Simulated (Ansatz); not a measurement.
wurtzite SiC (P6_3mc), hydrostatic pressure: does the functional matter?

```
CELL_PARAMETERS angstrom
      3.07595     0.00000     0.00000
     -1.53798     2.66385     0.00000
      0.00000     0.00000     5.04771
ATOMIC_POSITIONS crystal
  Si 0.33333 0.66667 0.49959
  Si 0.66667 0.33333 0.99959
  C  0.33333 0.66667 0.87541
  C  0.66667 0.33333 0.37541
```

One set of cells (cell and atoms relaxed with PBEsol, then loaded; compression positive), bands by Ansatz (a program for electronic structure) at 3 levels. SOC is spin-orbit coupling.

```json
[
 {"Level": "PBEsol+SOC", "gap at 5.00 GPa (eV)": "2.081", "gap unloaded (eV)": "2.119", "gap at 10.00 GPa (eV)": "2.047"},
 {"Level": "PBE+SOC", "gap at 5.00 GPa (eV)": "2.234", "gap unloaded (eV)": "2.275", "gap at 10.00 GPa (eV)": "2.200"},
 {"Level": "r2SCAN+SOC", "gap at 5.00 GPa (eV)": "2.617", "gap unloaded (eV)": "2.650", "gap at 10.00 GPa (eV)": "2.587"}
]
```

Question: Compare the spread of the gaps with that of the shifts.

Answer: Changes against zero load: PBEsol+SOC -0.038 and -0.072 eV; PBE+SOC -0.041 and -0.075 eV; r2SCAN+SOC -0.033 and -0.063 eV. The unloaded gaps spread over 0.531 eV and the shifts over 0.012 eV, so the levels agree better on the shift. Adding the shifts of PBEsol+SOC to the unloaded gap of r2SCAN+SOC gives 2.612 and 2.578 eV, against 2.617 and 2.587 eV computed.

 Gaps are resolved to about 0.01 eV; the mean electron masses of the levels agree within half at each load. Every relaxation keeps the wurtzite phase, so a transition, a distortion that breaks the symmetry or fracture can't show.
